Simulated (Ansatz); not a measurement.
The starting structures come from a database of crystals and need not be the phases stable at ambient conditions.

By PBEsol, the system below comes out a metal.

Without scattering a metal conducts by its projected Fermi surface.

Data:

```
CELL_PARAMETERS angstrom
      2.67064     0.00000     0.00000
      0.00000     2.67064     0.00000
      1.33532    -1.33532     1.92697
ATOMIC_POSITIONS crystal
  Ir 0.00000 0.00000 0.00000
```

Space group of this cell: I4/mmm. The cell is strained (lengths across the current scaled by 0.98, ions clamped); by PBEsol its mean pressure is 9.1 GPa.

The current flows along the normal of the first two printed cell vectors, the (001) (indices of the unstrained crystal) plane of the conventional cell. No spin-orbit coupling; the value is a mean over 0.1 eV about the Fermi level.

Task: Predict the ballistic conductance per area from PBEsol (Ansatz, a first-principles code).

Result: 2.1 × 10¹⁵ S/m² for both spins.
